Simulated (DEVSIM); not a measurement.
Device: abrupt Si p-n junction, at 300 K.

```
layer (left to right)  material  thickness (μm)  Nd (cm⁻³)  Na (cm⁻³)   τn (s)   τp (s)
---------------------  --------  --------------  ---------  ---------  -------  -------
1                            Si           0.200          -     2.1e17  0.00065  0.00065
2                            Si            9.40       1e15          -  0.00065  0.00065
```

Left contact: ohmic. Right contact: ohmic. Voltage is applied to the left contact. Recombination: SRH at mid-gap, Auger. Mobility is constant in doping.

The device is made up for the run: typed textbook-type constants, with dimensions and the other settings drawn at random. Values at 300 K.

| parameter | Si |
|---|---|
| gap (eV) | 1.124 |
| affinity (eV) | 4.05 |
| permittivity | 11.7 |
| Nc (cm⁻³) | 2.86e19 |
| Nv (cm⁻³) | 3.1e19 |
| μn (cm²/Vs) | 1417 |
| μp (cm²/Vs) | 470 |
| Cn (cm⁶/s) | 2.8e-31 |
| Cp (cm⁶/s) | 9.9e-32 |

Simulated with DEVSIM: 1D drift-diffusion, Boltzmann statistics, complete ionisation; no tunnelling, impact ionisation, image-force lowering or self-heating.

### Question
Tabulate band edges, carrier densities and field at 0.9 V on the left contact.

### Answer
Energies count from the Fermi level of the right contact; mesh points crowd at the junctions.

```json
[
 {"x (μm)": "0.000", "Ec (eV)": "0.095", "Ev (eV)": "-1.029", "n (cm⁻³)": "550", "p (cm⁻³)": "2.1e17", "field (V/cm)": "13"},
 {"x (μm)": "0.01877", "Ec (eV)": "0.095", "Ev (eV)": "-1.029", "n (cm⁻³)": "8.2e13", "p (cm⁻³)": "2.1e17", "field (V/cm)": "13"},
 {"x (μm)": "0.05107", "Ec (eV)": "0.095", "Ev (eV)": "-1.029", "n (cm⁻³)": "2.2e14", "p (cm⁻³)": "2.1e17", "field (V/cm)": "13"},
 {"x (μm)": "0.09979", "Ec (eV)": "0.095", "Ev (eV)": "-1.029", "n (cm⁻³)": "4.3e14", "p (cm⁻³)": "2.1e17", "field (V/cm)": "13"},
 {"x (μm)": "0.1607", "Ec (eV)": "0.095", "Ev (eV)": "-1.029", "n (cm⁻³)": "7.1e14", "p (cm⁻³)": "2.1e17", "field (V/cm)": "-350"},
 {"x (μm)": "0.1870", "Ec (eV)": "0.089", "Ev (eV)": "-1.035", "n (cm⁻³)": "1.0e15", "p (cm⁻³)": "1.7e17", "field (V/cm)": "-6500"},
 {"x (μm)": "0.2031", "Ec (eV)": "0.066", "Ev (eV)": "-1.058", "n (cm⁻³)": "2.6e15", "p (cm⁻³)": "6.7e16", "field (V/cm)": "-19000"},
 {"x (μm)": "0.2398", "Ec (eV)": "0.033", "Ev (eV)": "-1.091", "n (cm⁻³)": "9.7e15", "p (cm⁻³)": "1.9e16", "field (V/cm)": "-3700"},
 {"x (μm)": "0.2934", "Ec (eV)": "0.025", "Ev (eV)": "-1.099", "n (cm⁻³)": "1.3e16", "p (cm⁻³)": "1.4e16", "field (V/cm)": "-340"},
 {"x (μm)": "0.4011", "Ec (eV)": "0.025", "Ev (eV)": "-1.099", "n (cm⁻³)": "1.4e16", "p (cm⁻³)": "1.3e16", "field (V/cm)": "96"},
 {"x (μm)": "0.5899", "Ec (eV)": "0.027", "Ev (eV)": "-1.097", "n (cm⁻³)": "1.4e16", "p (cm⁻³)": "1.3e16", "field (V/cm)": "100"},
 {"x (μm)": "1.147", "Ec (eV)": "0.033", "Ev (eV)": "-1.091", "n (cm⁻³)": "1.3e16", "p (cm⁻³)": "1.2e16", "field (V/cm)": "110"},
 {"x (μm)": "1.962", "Ec (eV)": "0.042", "Ev (eV)": "-1.082", "n (cm⁻³)": "1.2e16", "p (cm⁻³)": "1.1e16", "field (V/cm)": "120"},
 {"x (μm)": "3.461", "Ec (eV)": "0.061", "Ev (eV)": "-1.063", "n (cm⁻³)": "1.0e16", "p (cm⁻³)": "9.4e15", "field (V/cm)": "140"},
 {"x (μm)": "6.722", "Ec (eV)": "0.119", "Ev (eV)": "-1.005", "n (cm⁻³)": "6.3e15", "p (cm⁻³)": "5.3e15", "field (V/cm)": "240"},
 {"x (μm)": "8.046", "Ec (eV)": "0.157", "Ev (eV)": "-0.967", "n (cm⁻³)": "4.3e15", "p (cm⁻³)": "3.3e15", "field (V/cm)": "350"},
 {"x (μm)": "8.800", "Ec (eV)": "0.189", "Ev (eV)": "-0.935", "n (cm⁻³)": "3.0e15", "p (cm⁻³)": "2.1e15", "field (V/cm)": "540"},
 {"x (μm)": "9.176", "Ec (eV)": "0.214", "Ev (eV)": "-0.910", "n (cm⁻³)": "2.2e15", "p (cm⁻³)": "1.3e15", "field (V/cm)": "800"},
 {"x (μm)": "9.433", "Ec (eV)": "0.240", "Ev (eV)": "-0.884", "n (cm⁻³)": "1.5e15", "p (cm⁻³)": "6.7e14", "field (V/cm)": "1300"},
 {"x (μm)": "9.520", "Ec (eV)": "0.252", "Ev (eV)": "-0.872", "n (cm⁻³)": "1.2e15", "p (cm⁻³)": "3.9e14", "field (V/cm)": "1600"},
 {"x (μm)": "9.568", "Ec (eV)": "0.260", "Ev (eV)": "-0.864", "n (cm⁻³)": "1.1e15", "p (cm⁻³)": "1.8e14", "field (V/cm)": "1700"},
 {"x (μm)": "9.600", "Ec (eV)": "0.265", "Ev (eV)": "-0.859", "n (cm⁻³)": "1.0e15", "p (cm⁻³)": "120000", "field (V/cm)": "1700"}
]
```
